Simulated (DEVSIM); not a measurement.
System: abrupt GaAs p-n junction, at 300 K.

Layer 1 from the left is GaAs, thickness (μm) 36.0, Na (cm⁻³) 3.1e16, τn (s) 4.4e-9, τp (s) 4.4e-9. Layer 2 from the left is GaAs, thickness (μm) 0.870, Nd (cm⁻³) 6.9e16, τn (s) 4.4e-9, τp (s) 4.4e-9.

Left contact: ohmic. Right contact: ohmic. Voltage is applied to the left contact. Recombination: SRH at mid-gap, radiative, Auger. Mobility is constant in doping.

The device is made up for the run: typed textbook-type constants, with dimensions and the other settings drawn at random. Values at 300 K.

GaAs: gap (eV) 1.424, affinity (eV) 4.07, permittivity 12.9, Nc (cm⁻³) 4.7e17, Nv (cm⁻³) 9e18, μn (cm²/Vs) 8500, μp (cm²/Vs) 400, B (cm³/s) 2e-10, Cn (cm⁶/s) 1e-30, Cp (cm⁶/s) 1e-30.

Question: Estimate by hand the built-in potential, the peak field at zero bias, the capacitance at -3 V, and compare with a numerical solution.

Answer: 
- Built-in potential: ni = √(Nc Nv) exp(−Eg/2kT) = 2250000 cm⁻³ with Eg = 1.424 eV; Vbi = kT/q ln(Na Nd/ni²) = 1.228 V; numerical 1.228 V.
- Peak field at zero bias: depletion approximation: W = √(2εVbi/(qN)) = 0.286 μm with N = 2.14e16 cm⁻³; field = 2Vbi/W = 85800 V/cm; numerical 84000 V/cm (estimate above by 2.2 %).
- Capacitance at -3 V: C = √(qεN / 2(Vbi + |V|)) = 21.5 nF/cm²; numerical 21.6 nF/cm² (estimate below by 0.61 %).

DEVSIM, 1D drift-diffusion, Boltzmann statistics, complete ionisation; no tunnelling, impact ionisation, image-force lowering or self-heating.
